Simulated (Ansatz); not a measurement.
Take YN in the rock salt structure (space group Fm-3m, No. 225; a = 4.856 Å) as the base.

All numbers come from DFT with PBEsol, PAW potentials and a 420 eV plane-wave cutoff in Ansatz (a quantum-chemistry and plane-wave program), no spin-orbit coupling.

Base values:

The band gap comes out as 0.08 eV and the magnetic state is not spin-polarised. The shortest interatomic distance is 2.428 Å.

Perturbation: full substitution Y → Rb; the structure is relaxed again.

Tabulated Pauling electronegativity and covalent radius: Y 1.22, 1.90 Å; Rb 0.82, 2.20 Å.

Problem. What does the calculation give for the band gap, magnetic state and shortest interatomic distance after the change?

Solution. The band gap becomes zero (base: 0.08 eV); the magnetic state goes from not spin-polarised to ferromagnetic; the shortest interatomic distance goes up by 0.528 Å to 2.956 Å.

The magnetic state is the one reached from the starting moments; the real material's order can differ, and small cells can't hold many antiferromagnetic ones. Whether these cells are dynamically stable was not tested. As relaxed here, RbN is a hypothetical phase, not in the database extracts checked. A zero or small gap of YN can be the functional's error rather than a property of the material.
